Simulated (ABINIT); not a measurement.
ABINIT run on Ga₂Pt (Fm-3m, 3 atoms in the cell): self-consistent single point.

Method of the run: PBEsol, norm-conserving pseudopotentials (PseudoDojo nc-sr-04 PBEsol standard) (plane waves; ABINIT 10.0.3).

The change in words: lattice scaled by 0.98. Reference geometry:
```xyz
3
Lattice="0.0000 2.9679 2.9679 2.9679 0.0000 2.9679 2.9679 2.9679 0.0000" Properties=species:S:1:pos:R:3 pbc="T T T"
Ga     4.4519     4.4519     4.4519
Ga     1.4840     1.4840     1.4840
Pt     0.0000     0.0000     0.0000
```

Reference input (self-consistent single point, DFT, PBEsol, plane waves, norm-conserving pseudopotentials (PseudoDojo nc-sr-04 PBEsol standard)): pseudos = [Ga.upf, Pt.upf]; ecut = 42 Ha; occopt = 7; tsmear = 0.272 eV; ngkpt = 8 8 8; nshiftk = 1; shiftk = 0 0 0; potentials = PseudoDojo nc-sr-04 PBEsol standard; nband = 29; kptopt = 1; nstep = 60; toldfe = 1e-09 Ha. This run's input differs from it in these lines:

```diff
@@ -5,5 +5,5 @@
 rprim
-         0.0000000000    2.9679200000    2.9679200000
-         2.9679200000    0.0000000000    2.9679200000
-         2.9679200000    2.9679200000    0.0000000000
+         0.0000000000    2.9085620000    2.9085620000
+         2.9085620000    0.0000000000    2.9085620000
+         2.9085620000    2.9085620000    0.0000000000
 natom 3
@@ -13,4 +13,4 @@
 xcart
-         8.4128339397    8.4128339397    8.4128339397
-         2.8042779799    2.8042779799    2.8042779799
+         8.2445783947    8.2445783947    8.2445783947
+         2.7481927982    2.7481927982    2.7481927982
          0.0000000000    0.0000000000    0.0000000000
```

Output (repeated stretches shortened):

```
--- !BeginCycle
solver: {iscf: 7, nstep: 60, nline: 4, wfoptalg: 0, }
tolerances: {toldfe: 1.00E-09, }
...

     iter   Etot(hartree)      deltaE(h)  residm     vres2
 ETOT  1  -282.18240962164    -2.822E+02 5.286E-01 1.364E+02
 ETOT  2  -283.30354418572    -1.121E+00 3.892E-02 1.270E+02
 ETOT  3  -283.31918843338    -1.564E-02 8.101E-03 9.172E+00
 ETOT  4  -283.32033286868    -1.144E-03 3.791E-03 3.773E-01
 ETOT  5  -283.32037268899    -3.982E-05 5.608E-03 1.998E-02
 ETOT  6  -283.32037567868    -2.990E-06 1.176E-03 1.535E-04
 ETOT  7  -283.32037569807    -1.938E-08 1.466E-03 3.380E-06
 ETOT  8  -283.32037569817    -1.057E-10 4.075E-04 6.611E-07
 ETOT  9  -283.32037569825    -7.395E-11 4.925E-04 3.460E-09
 At SCF step    9, etot is converged :
  for the second time, diff in etot=  7.395E-11 < toldfe=  1.000E-09

 Cartesian components of stress tensor (hartree/bohr^3)
  sigma(1 1)= -2.81258067E-04  sigma(3 2)=  0.00000000E+00
  sigma(2 2)= -2.81258067E-04  sigma(3 1)=  0.00000000E+00
  sigma(3 3)= -2.81258067E-04  sigma(2 1)=  0.00000000E+00

 ----iterations are completed or convergence reached----

 reduced coordinates (array xred) for    3 atoms
       0.750000000000      0.750000000000      0.750000000000
       0.250000000000      0.250000000000      0.250000000000
       0.000000000000      0.000000000000      0.000000000000
 cartesian forces (eV/Angstrom) at end:
    1      0.00000000000000     0.00000000000000    -0.00000000000000
    2     -0.00000000000000    -0.00000000000000     0.00000000000000
   [... lines left out ...]
 Fermi (or HOMO) energy (eV) =   9.35604   Average Vxc (eV)= -12.46712
   [... lines left out ...]
total_energy        : -2.83320375698246E+02
total_energy_eV     : -7.70953949848440E+03
band_energy         : -1.75522951186973E+01
...

-Cartesian components of stress tensor (GPa)         [Pressure=  8.2749E+00 GPa]
- sigma(1 1)= -8.27489662E+00  sigma(3 2)=  0.00000000E+00
- sigma(2 2)= -8.27489662E+00  sigma(3 1)=  0.00000000E+00
- sigma(3 3)= -8.27489662E+00  sigma(2 1)=  0.00000000E+00

 Calculation completed.
```

The run converged in 9 iterations. Against the reference run the free energy goes up by 22.4 meV/atom and the pressure goes from -0.73 to 8.27 GPa.

The starting cell comes from a database of computed structures (which also holds hypothetical and non-ambient phases and stackings), without a prior relaxation at this level. For this run, on top of that: lattice scaled by 0.98. Spin polarisation is off. With a pressure of about 8 GPa the cell is away from its equilibrium volume at this level.

Cost on one core of a shared machine: roughly 2 min.
